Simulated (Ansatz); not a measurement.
The structure below was relaxed with Ansatz (an electronic-structure program) PBEsol, scalar-relativistic without spin-orbit coupling, earlier PAW set, at pressure 5 GPa.

Space group Pm-3n (No. 223); a = 5.0077 Å, b = 5.0077 Å, c = 5.0077 Å, α = 90.00°, β = 90.00°, γ = 90.00°

| atom | site | symmetry | x | y | z |
|---|---|---|---|---|---|
| W | 2a | m-3. | 0.0000 | 0.0000 | 0.0000 |
| W | 6c | -4m.2 | 0.0000 | 0.5000 | 0.2500 |

Write out a cell with all atoms.


```cif
data_W8
_chemical_formula_sum 'W8'
_space_group_name_H-M_alt 'P 1'
_space_group_IT_number 1
_cell_length_a 5.00774
_cell_length_b 5.00774
_cell_length_c 5.00774
_cell_angle_alpha 90.000
_cell_angle_beta 90.000
_cell_angle_gamma 90.000
loop_
_space_group_symop_operation_xyz
  'x, y, z'
loop_
_atom_site_label
_atom_site_type_symbol
_atom_site_fract_x
_atom_site_fract_y
_atom_site_fract_z
_atom_site_occupancy
W1 W 0.00000 0.00000 0.00000 1
W2 W 0.50000 0.50000 0.50000 1
W3 W 0.00000 0.50000 0.25000 1
W4 W 0.00000 0.50000 0.75000 1
W5 W 0.25000 0.00000 0.50000 1
W6 W 0.75000 0.00000 0.50000 1
W7 W 0.50000 0.75000 0.00000 1
W8 W 0.50000 0.25000 0.00000 1
```
This is the conventional cell.

Load acts through the strain it causes; cell and atoms are relaxed under it. Stability against distortions was not tested. Competing high-pressure phases were not computed. All final runs are without spin polarisation. The cell was made from W (space group Pm-3n, No. 223) by this change: pressure 5 GPa. This is not the structure that W has at room temperature and ambient pressure.
